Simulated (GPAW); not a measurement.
**A self-consistent single point of Ti₃Al (P-6m2, 4 atoms in the cell) with GPAW**

Method of the run: PBEsol, GPAW PAW datasets PBEsol (made by gpaw-setup) (plane waves; GPAW).

This input was run:

```python
from ase import Atoms
from ase.units import GPa
from gpaw import GPAW

atoms = Atoms(['Ti', 'Ti', 'Ti', 'Al'],
              cell=[[2.927540, 0.000000, 0.000000],
                    [-1.463770, 2.535324, 0.000000],
                    [0.000000, 0.000000, 9.226360]],
              scaled_positions=[[0.666667, 0.333333, 0.000000],
                                [0.333333, 0.666667, 0.750590],
                                [0.333333, 0.666667, 0.249410],
                                [0.666667, 0.333333, 0.500000]],
              pbc=True)

calc = GPAW(mode={'name': 'pw', 'ecut': 800},
            xc='PBEsol',
            kpts={'size': (10, 10, 3), 'gamma': True},
            occupations={'name': 'methfessel-paxton', 'width': 0.136, 'order': 0},
            nbands=-10,
            convergence={'forces': 0.001},
            symmetry={'symmorphic': False, 'tolerance': 0.0005},
            maxiter=120)

atoms.calc = calc

energy = atoms.get_potential_energy()
print('Energy (eV):', round(energy, 6))
forces = atoms.get_forces()
print('Forces (eV/Ang):')
print(forces.round(5))
stress = atoms.get_stress()
print('Stress (GPa, Voigt):', (stress / GPa).round(4))
```

Log, with long lists cut:

```
Input parameters:
  convergence: {forces: 0.001}
  kpts: {gamma: True,
         size: (10, 10, 3)}
  maxiter: 120
  mode: {ecut: 800,
         name: pw}
  nbands: -10
  occupations: {name: methfessel-paxton,
                order: 0,
                width: 0.136}
  symmetry: {symmorphic: False,
             tolerance: 0.0005}
  xc: PBEsol

species:
  Ti:
    name: Titanium
    Z: 22.0
    valence: 12
    core: 10
    charge: 0.0
    file: Ti.PBEsol.gz

    # Using partial waves for Ti as LCAO basis

  Al:
    name: Aluminium
    Z: 13.0
    valence: 3
    core: 10
    charge: 0.0
    file: Al.PBEsol.gz

    # Using partial waves for Al as LCAO basis

Reference energy: -76183.370670  # eV

Spin-paired calculation

Convergence criteria:
 Maximum [total energy] change in last 3 cyles: 0.0005 eV / valence electron
 Maximum integral of absolute [dens]ity change: 0.0001 electrons / valence electron
 Maximum integral of absolute [eigenst]ate change: 4e-08 eV^2 / valence electron
 Maximum change in the atomic [forces] across last 2 cycles: 0.001 eV/Ang OR
Maximum error relative to the maximum force is below inf
 Maximum number of scf [iter]ations: 120

Symmetries present (total): 12
Symmetries with fractional translations: 0
300 k-points: 10 x 10 x 3 Monkhorst-Pack grid + [1/20,1/20,0.000000]
28 k-points in the irreducible part of the Brillouin zone
       k-points in crystal coordinates                weights
   0:     0.00000000    0.00000000    0.00000000          1/300
   1:     0.00000000    0.00000000    0.33333333          2/300
   2:     0.10000000    0.00000000    0.00000000          6/300
   [... 7 lines left out ...]
          ...
  27:     0.50000000    0.50000000    0.33333333          6/300

Wave functions: Plane wave expansion
  Cutoff energy: 800.000 eV
  Number of coefficients (min, max): 3489, 3546
  Pulay-stress correction: 0.000000 eV/Ang^3 (de/decut=0.000000)

Occupation numbers: Methfessel-Paxton:
  width: 0.1360  # eV
  order: 0

Eigensolver

Densities:
  Coarse grid: 20*20*63 grid
  Fine grid: 40*40*126 grid
  Total Charge: 0.000000

Density mixing:
  Method: separate
  Backend: pulay
  Linear mixing parameter: 0.05
  old densities: 5
  Damping of long wavelength oscillations: 50

Hamiltonian:
  XC and Coulomb potentials evaluated on a 40*40*126 grid
  External potential:
    NoExternalPotential

XC parameters: PBEsol with 2 nearest neighbor stencil

Number of atoms: 4
Number of atomic orbitals: 43
Number of bands in calculation: 29
Number of valence electrons: 39
Bands to converge: occupied

Density initialized from atomic densities
  29 bands from LCAO basis set

Atomic positions and initial magnetic moments

Positions:
   0 Ti     1.463771    0.845107    0.000000    ( 0.0000,  0.0000,  0.0000)
   1 Ti    -0.000001    1.690217    6.925214    ( 0.0000,  0.0000,  0.0000)
   2 Ti    -0.000001    1.690217    2.301146    ( 0.0000,  0.0000,  0.0000)
   3 Al     1.463771    0.845107    4.613180    ( 0.0000,  0.0000,  0.0000)

Unit cell:
           periodic     x           y           z      points  spacing
  1. axis:    yes    2.927540    0.000000    0.000000    20     0.1268
  2. axis:    yes   -1.463770    2.535324    0.000000    20     0.1268
  3. axis:    yes    0.000000    0.000000    9.226360    63     0.1465

  Lengths:   2.927540   2.927540   9.226360
  Angles:   90.000000  90.000000 120.000000

Effective grid spacing dv^(1/3) = 0.1395

     iter     time        total  log10-change:
                         energy   eigst   dens  force
iter:   1 --:--:--   -27.009779
iter:   2 --:--:--   -26.879068   -1.18  -1.28
iter:   3 --:--:--   -27.596041   +0.22  -1.30
iter:   4 --:--:--   -26.432858   -1.33  -1.44
iter:   5 --:--:--   -26.428719   -2.34  -1.78
iter:   6 --:--:--   -26.458981   -0.40  -1.80
iter:   7 --:--:--   -26.225285   -1.38  -1.66
iter:   8 --:--:--   -26.245133   -1.74  -2.13
iter:   9 --:--:--   -26.219861   -1.67  -2.16
iter:  10 --:--:--   -26.212059   -2.64  -2.35
iter:  11 --:--:--   -26.212194c  -3.28  -2.75
iter:  12 --:--:--   -26.217470c  -2.39  -2.80
iter:  13 --:--:--   -26.211091c  -3.15  -2.58
iter:  14 --:--:--   -26.210993c  -3.55  -3.17
iter:  15 --:--:--   -26.211753c  -3.63  -3.25
iter:  16 --:--:--   -26.211062c  -3.42  -3.07
iter:  17 --:--:--   -26.211054c  -4.29  -3.31
iter:  18 --:--:--   -26.210997c  -4.96  -3.50
iter:  19 --:--:--   -26.211001c  -5.13  -3.75
iter:  20 --:--:--   -26.211002c  -5.16  -3.87
iter:  21 --:--:--   -26.210998c  -5.13  -3.82
iter:  22 --:--:--   -26.210996c  -6.32  -4.25c
iter:  23 --:--:--   -26.210994c  -5.73  -4.31c
iter:  24 --:--:--   -26.210997c  -5.67  -4.13c
iter:  25 --:--:--   -26.210996c  -6.97  -4.51c
iter:  26 --:--:--   -26.210993c  -6.36  -4.57c
iter:  27 --:--:--   -26.210996c  -6.66  -4.49c
iter:  28 --:--:--   -26.210996c  -7.32  -4.90c
iter:  29 --:--:--   -26.210995c  -7.47c -4.85c
iter:  30 --:--:--   -26.210995c  -8.64c -4.97c -3.03c

Converged after 30 iterations.

Dipole moment: (-0.490988, 0.283472, 0.000000) |e|*Ang

Energy contributions relative to reference atoms: (reference = -76183.370670)

Kinetic:        +20.327937
Potential:      -18.918323
External:        +0.000000
XC:             -27.680851
Entropy (-ST):   -0.031226
Local:           +0.075855
SIC:             +0.000000
--------------------------
Free energy:    -26.226608
Extrapolated:   -26.210995

Showing only first 2 kpts
 Kpt  Band  Eigenvalues  Occupancy
  0    17      8.29913    0.00000
  0    18      8.56358    0.00000
  0    19      8.65091    0.00000
  0    20      8.65091    0.00000

  1    17      8.26513    0.00001
  1    18      8.59343    0.00000
  1    19      8.65344    0.00000
  1    20      8.65345    0.00000

Fermi level: 7.82967

No gap
No difference between direct/indirect transitions
Energy (eV): -26.210995

Forces in eV/Ang:
  0 Ti   -0.00000    0.00000    0.00000
  1 Ti   -0.00000    0.00000    0.07443
  2 Ti    0.00000    0.00000   -0.07443
  3 Al    0.00000    0.00000    0.00000

Stress tensor:
     0.020877     0.000000     0.000000
     0.000000     0.020877     0.000000
     0.000000     0.000000     0.020316
Stress (GPa, Voigt): [3.3449 3.3449 3.2549 0.     0.     0.    ]
```

The run converged in 30 iterations. GPAW prints stress with tension positive.

The starting cell comes from a database of computed structures (which also holds hypothetical and non-ambient phases and stackings), without a prior relaxation at this level. Spin polarisation is off. With a pressure of about -3 GPa the cell is away from its equilibrium volume at this level.

Cost on one core of a shared machine: roughly 2 min.
